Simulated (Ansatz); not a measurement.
The starting structures come from a database of crystals and need not be the phases stable at ambient conditions.

Tunnelling through a barrier is set by its complex band structure: the current falls as exp(−2κd) with the smallest κ.

Here is the system:

```
RbTe
1.0
    5.88326     0.00000     0.00000
    0.00000    11.19079     0.00000
    0.00000     0.00000     4.89739
Rb Te
4 4
Direct
  0.32849   0.13404   0.50000
  0.67151   0.86596   0.50000
  0.82849   0.36596   0.50000
  0.17151   0.63404   0.50000
  0.85973   0.10314   0.00000
  0.14027   0.89686   0.00000
  0.35973   0.39686   0.00000
  0.64027   0.60314   0.00000
```

Space group of this cell: Pbam. The cell is taken as given.

Transport runs along the normal of the first two printed cell vectors.

The gap is the functional's own, uncorrected, and κ follows it; spin-orbit coupling is left out. Mid-gap values are interpolated between the computed energies.

**Question.** Give the band gap and the smallest decay constant κ at mid-gap that r2SCAN in Ansatz (an electronic-structure program) yields.

**Answer.** Gap 1.16 eV on a 6×4×6 mesh; κ = 0.196 1/Å, at the zone centre.
